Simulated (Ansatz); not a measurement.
Take ZnCu2SnSe4 (space group I-4, No. 82; a = 5.764 Å, c = 11.526 Å) as the base.

All numbers come from PBE/PAW in Ansatz (an electronic-structure program), without spin-orbit coupling.

Base values:

```
Item               Result
---------------  --------
Volume per atom  23.93 Å³
c/a ratio           2.000
```

Now apply this change: S takes the place of Se on all its sites; the structure is relaxed again.

Tabulated Pauling electronegativity and covalent radius: Se 2.55, 1.20 Å; S 2.58, 1.05 Å.

Task: Predict the new volume per atom.

Result: The volume per atom decreases by 3.495 Å³, from 23.93 Å³ to 20.44 Å³.

Task: How does this affect the c/a ratio?

Result: The c/a ratio remains 2.000.

Stability against distortions was not tested. All final runs are without spin polarisation.
